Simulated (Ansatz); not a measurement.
Consider GaP in the zinc blende structure (space group F-43m, No. 216; a = 5.439 Å).

All numbers come from PBEsol (Ansatz, an electronic-structure program, PAW, no SOC).

Base values:

| Item | Result |
|---|---|
| Valley order | a point along ⟨100⟩, about 1.0 Å⁻¹ from Γ 1.45 eV; L along ⟨111⟩ 1.60 eV; Γ 1.80 eV |
| Hole mass | 0.11, 0.37, 0.37 mₑ (at Γ) |

It is then changed as follows: a hydrostatic pressure of 4.5 GPa.

**Question.** How does this affect the valley order and hole mass?

**Answer.** The valley order (the lowest conduction-band minima on the path, energy above the VBM, named in the base's zone) goes from a point along ⟨100⟩, about 1.0 Å⁻¹ from Γ 1.45 eV; L along ⟨111⟩ 1.60 eV; Γ 1.80 eV to a point along ⟨100⟩, about 1.0 Å⁻¹ from Γ 1.36 eV; L along ⟨111⟩ 1.75 eV; Γ 2.19 eV; the hole mass (degenerate bands, along [100]) goes from 0.11, 0.37, 0.37 mₑ (at Γ) to 0.13, 0.35, 0.35 mₑ (at Γ).

Load acts through the strain it causes; cell and atoms are relaxed under it. Masses are band curvatures over ±0.01 Å⁻¹ around the edge. No phonon test of stability was made. Tetrahedral semiconductors of this kind turn to denser phases somewhere between about 1 and 50 GPa; those were not computed, so compressed cells here can lie past the real transition.
